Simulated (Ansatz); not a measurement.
We consider Co3CuC (model structure, started from the cubic perovskite type, Pm-3m, No. 221, 5 atoms in the cell), described by r²SCAN (PAW; Ansatz, an electronic-structure program).

Output (set-up and result lines):

```
WARN output.stress: scf.convergence.dr2_threshold = 1e-7 eV (the SCF's general default) is looser than the 5e-10 eV advised for a printed stress (1e-10 eV for …
Relaxation: its limit of steps is 80 (relax.max_steps)
Crystal: 5 atoms, lattice volume = 53.305 Å³
Basis set: ecut = 560 eV, 1575 PW (Γ), exchange–correlation on 90×90×90 points (27 copies of the dense FFT grid, shifted against one another)
Bands: 50, of which v1, the nominal top of the filled ones, is band 37 counted from 1 (36 counted from 0)
Symmetry: 48 space group operations
Space group: Pm-3m (ITA 221), of the structure as read, at distance tolerance 3.8e-5 Å
k-points: 120 of 2744
Initial density: superposition of atomic densities (chi_scale 0.1, normalization cell, long waves kept (reshape's long-wave potential 0.00 eV rms))
Functional: x = r2scan, c = r2scan; τ floored in thin density (d = 2e-4 eV/Å³)
spin=Collinear: Kerker preconditioning applied to the charge; magnetization (m = ρ↑ − ρ↓) channel mixes plain (no charge-response kernel on spin).
SCF 1 converged in 19 iterations: F = -22276.471063 eV  dr2 = 3.67e-8
relax step   1: F+E_penalty+E_count = -22276.47106329 eV  Δ(F+E_penalty+E_count) = +0.000e0 eV  max|allowed force component| = 5.926e-28 eV/Å  Δτ_max = 0.0000 Å  (19 SCF iters, accepted)
Crystal: 5 atoms, lattice volume = 53.305 Å³
Initial density: handed on by an earlier stage of this run
SCF 2 converged in 2 iterations: F = -22276.471063 eV  dr2 = 3.55e-8
SCF converged after 2 iterations
Magnetization: 4.7394 μB (39.3697 up, 34.6303 down)
Free energy (F): -22276.471063 eV
Internal energy: -22276.455384 eV  (E = F + TS)
E sigma→0 (E₀):  -22276.463224 eV
Fermi energy:    16.293378 eV
--- Forces (eV/Å), atoms counted from 1 ---
  atom   1  Cu    -0.00000000     0.00000000     0.00000000
  atom   2  C      0.00000000     0.00000000     0.00000000
  atom   3  Co     0.00000000    -0.00000000     0.00000000
  atom   4  Co     0.00000000    -0.00000000    -0.00000000
  atom   5  Co     0.00000000    -0.00000000     0.00000000
--- Stress (GPa, compression-positive) ---
       -3.762035       0.000000       0.000000
       -0.000000      -3.762035       0.000000
        0.000000       0.000000      -3.762035
  P = ⅓ Tr σ = -3.7620 GPa (-37.620 kbar)
```

Q: Write an input file that could have produced this run (the log leaves some choices open).

A: Several could match; the one computed here: 
Ansatz 0.2 input:
```yaml
crystal:
  lattice:
    - [3.7634870165, 0.0, 0.0]
    - [0.0, 3.7634870165, 0.0]
    - [0.0, 0.0, 3.7634870165]
  atoms:
    - { symbol: Cu, position: [0.0, 0.0, 0.0], spin: 0.0 }
    - { symbol: C, position: [0.5, 0.5, 0.5], spin: 0.0 }
    - { symbol: Co, position: [0.0, 0.5, 0.5], spin: 3.0 }
    - { symbol: Co, position: [0.5, 0.5, 0.0], spin: 3.0 }
    - { symbol: Co, position: [0.5, 0.0, 0.5], spin: 3.0 }
basis:
  ecutwfc: 560
  ecutrho_ratio: 4
  xc_grid: 3
kpoints:
  mp_grid: { grid: [14, 14, 14] }
hamiltonian:
  xc: r2scan
  dispersion: none
  pseudopotentials: { kind: paw }
scf:
  occupations: { method: fermi_dirac, width: 0.05 }
output:
  forces: true
  stress: true
  eigenvalues: true
magnetization:
  spin_polarized: true
relax:
  f_tol: 0.004
  escape_saddle: false
  max_steps: 80
```

The cell is one volume of an energy–volume scan, off the minimum.

The PAW data were made under PBE.

The run is spin-polarised with parallel starting moments, which need not be the measured order.

Note: the magnetic order was assumed, not searched for or taken from measurement. Note: the relaxation could raise the start's symmetry but not lower it, so the cell can be a saddle point.

Computing time: about 4 core-minutes (a rough figure).

A model structure was made by putting elements into a prototype or built by hand; it is no filed structure, need not be a known phase, and can be a saddle point held by its symmetry.
